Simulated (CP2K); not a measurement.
## Worked example: self-consistent single point of CaO (Fm-3m, 2 atoms in the cell) in CP2K

Method of the run: PBE, GPW, DZVP-MOLOPT-SR-GTH basis, GTH-PBE potentials (GTH_POTENTIALS) (CP2K 2026.2).

Input as run:

```
&GLOBAL
  PROJECT bulk
  RUN_TYPE ENERGY_FORCE
  PRINT_LEVEL MEDIUM
&END GLOBAL
&FORCE_EVAL
  METHOD Quickstep
  STRESS_TENSOR ANALYTICAL
  &DFT
    BASIS_SET_FILE_NAME BASIS_MOLOPT
    POTENTIAL_FILE_NAME GTH_POTENTIALS
    &QS
      METHOD GPW
      EPS_DEFAULT 1E-10
    &END QS
    &MGRID
      CUTOFF 500
      REL_CUTOFF 40
      NGRIDS 5
    &END MGRID
    &SCF
      SCF_GUESS ATOMIC
      EPS_SCF 1E-6
      MAX_SCF 100
      ADDED_MOS 4
      &DIAGONALIZATION
        ALGORITHM STANDARD
      &END DIAGONALIZATION
      &MIXING
        METHOD BROYDEN_MIXING
        ALPHA 0.3
        NBUFFER 10
      &END MIXING
      &SMEAR ON
        METHOD FERMI_DIRAC
        ELECTRONIC_TEMPERATURE [K] 232.09
      &END SMEAR
    &END SCF
    &KPOINTS
      SCHEME MONKHORST-PACK 12 12 12
      GAMMA_CENTERED T
    &END KPOINTS
    &XC
      &XC_FUNCTIONAL PBE
      &END XC_FUNCTIONAL
    &END XC
    &PRINT
      &MO
        EIGENVALUES T
        OCCUPATION_NUMBERS T
        NDIGITS 8
        FILENAME mo
        &EACH
          QS_SCF 0
        &END EACH
        ADD_LAST NUMERIC
      &END MO
      &MULLIKEN ON
      &END MULLIKEN
    &END PRINT
  &END DFT
  &SUBSYS
    &CELL
      A 3.32945800 0.00000000 0.00000000
      B 1.66472900 2.88339500 0.00000000
      C 1.66472900 0.96113200 2.71849100
      PERIODIC XYZ
    &END CELL
    &COORD
      SCALED
      Ca       0.00000000     0.00000000     0.00000000
      O        0.50000000     0.50000000     0.50000000
    &END COORD
    &KIND Ca
      BASIS_SET DZVP-MOLOPT-SR-GTH-q10
      POTENTIAL GTH-PBE-q10
    &END KIND
    &KIND O
      BASIS_SET DZVP-MOLOPT-SR-GTH-q6
      POTENTIAL GTH-PBE-q6
    &END KIND
  &END SUBSYS
  &PRINT
    &FORCES ON
    &END FORCES
    &STRESS_TENSOR ON
    &END STRESS_TENSOR
  &END PRINT
&END FORCE_EVAL
```

The program printed (abridged):

```
 GLOBAL| Method name                                                        CP2K
 GLOBAL| Project name                                                       bulk
 GLOBAL| Run type                                                   ENERGY_FORCE

 CELL| Volume [angstrom^3]:                                            26.097901
 CELL| Vector a [angstrom]:       3.329     0.000     0.000   |a| =     3.329458
 CELL| Vector b [angstrom]:       1.665     2.883     0.000   |b| =     3.329458
 CELL| Vector c [angstrom]:       1.665     0.961     2.718   |c| =     3.329458
 CELL| Angle (b,c), alpha [degree]:                                    59.999995
 CELL| Angle (a,c), beta  [degree]:                                    60.000000
 CELL| Angle (a,b), gamma [degree]:                                    59.999998
 CELL| Numerically orthorhombic:                                              NO
 CELL| Periodicity                                                           XYZ

 DFT| Spin restricted Kohn-Sham (RKS) calculation                            RKS
 DFT| Multiplicity                                                             1
 DFT| Number of spin states                                                    1
 DFT| Charge                                                                   0
 DFT| XC density smoothing                                                  NONE
 DFT| XC derivatives                                                          PW

 QS| Method:                                                                 GPW
 QS| Density plane wave grid type                        NON-SPHERICAL FULLSPACE
 QS| Number of grid levels:                                                    5
 QS| Density cutoff [a.u.]:                                                250.0
 QS| Multi grid cutoff [a.u.]: 1) grid level                               250.0
   [... lines left out ...]
 BRILLOUIN| Wavefunction type                                            COMPLEX
 BRILLOUIN| List of Kpoints [2 Pi/Bohr]                                      868
 BRILLOUIN| Number           Weight            X              Y              Z
 BRILLOUIN|     1           0.00116       -0.41667       -0.41667       -0.41667
 BRILLOUIN|     2           0.00116       -0.41667       -0.41667       -0.33333
 BRILLOUIN|     3           0.00116       -0.41667       -0.41667       -0.25000
   [... 865 lines left out ...]
 *******************************************************************************

 Extrapolation method: initial_guess

 Re-scaling the density matrix to get the right number of electrons
                  # Electrons              Trace(P)               Scaling factor
                           16                16.000                        1.000

 Number of electrons:                                                         16
 Number of occupied orbitals:                                                  8
 Number of molecular orbitals:                                                12

 Number of orbital functions:                                                 27
 Number of independent orbital functions:                                     27
 SCF WAVEFUNCTION OPTIMIZATION

  Step     Update method      Time    Convergence         Total energy    Change
     1 NoMix/Diag. 0.30E+00      -     1.82937079       -53.2552842053 -5.33E+01
     2 Broy./Diag. 0.30E+00      -     0.29350763       -51.3213886938  1.93E+00
     3 Broy./Diag. 0.30E+00      -     0.03997941       -52.7553804979 -1.43E+00
     4 Broy./Diag. 0.30E+00      -     0.02037199       -52.8833955743 -1.28E-01
     5 Broy./Diag. 0.30E+00      -     0.00903125       -52.8697659878  1.36E-02
     6 Broy./Diag. 0.30E+00      -     0.00239136       -52.8983528940 -2.86E-02
     7 Broy./Diag. 0.30E+00      -     0.00078190       -52.8975151429  8.38E-04
     8 Broy./Diag. 0.30E+00      -     0.00025546       -52.8969689941  5.46E-04
     9 Broy./Diag. 0.30E+00      -     0.00002269       -52.8966173417  3.52E-04
    10 Broy./Diag. 0.30E+00      -     0.00000145       -52.8965958457  2.15E-05
    11 Broy./Diag. 0.30E+00      -     0.00000021       -52.8965943724  1.47E-06
  *** SCF run converged in    11 steps ***

  Electronic density on regular grids:        -15.9999999987        0.0000000013
  Core density on regular grids:               15.9999999993       -0.0000000007
  Total charge density on r-space grids:        0.0000000006
  Total charge density g-space grids:           0.0000000006

  Overlap energy of the core charge distribution:               0.00000000000000
  Self energy of the core charge distribution:               -113.85820496973687
  Core Hamiltonian energy:                                     29.06945738505364
  Hartree energy:                                              40.70651917630066
  Exchange-correlation energy:                                 -8.81436596397807
  Electronic entropic energy:                                  -0.00000000000000
  Fermi energy:                                                 0.33652052201303

  Total energy:                                               -52.89659437236065
  Total energy (extrapolated to T->0):                        -52.89659437236065

                     Mulliken Population Analysis

 #  Atom  Element  Kind  Atomic population                           Net charge
       1     Ca       1          9.103715                              0.896285
       2     O        2          6.896285                             -0.896285
 # Total charge                             16.000000                 -0.000000

 ENERGY| Total FORCE_EVAL ( QS ) energy [hartree]            -52.896594477513901

 FORCES| Atomic forces [hartree/bohr]
 FORCES|   Atom     x               y               z               |f|
 FORCES|      1 -2.32080490E-14 -1.24610306E-14  2.53146389E-14   3.65338441E-14
 FORCES|      2  2.83836502E-15  2.89597103E-14 -2.23499656E-14   3.66911720E-14
 FORCES| Sum    -2.03696839E-14  1.64986797E-14  2.96467325E-15
 FORCES| Total atomic force                                       2.63802908E-14

 STRESS| Analytical stress tensor [bar]
 STRESS|                        x                   y                   z
 STRESS|      x        1.12353850654E+05   4.99922093627E+01   3.53498841773E+01
 STRESS|      y        4.99922093627E+01   1.12297470199E+05   2.11419012566E+01
 STRESS|      z        3.53498841773E+01   2.11419012566E+01   1.12282595227E+05
 STRESS| 1/3 Trace                                             1.12311305360E+05
```

The run converged in 11 iterations.

The starting cell comes from a database of computed structures (which also holds hypothetical and non-ambient phases and stackings), without a prior relaxation at this level. Its lattice was rescaled by a random factor within 2.5 % of one. Values carry the incompleteness of an atom-centred basis. With a pressure of about 11 GPa the cell is away from its equilibrium volume at this level.

Cost on one core of a shared machine: roughly 60 s.
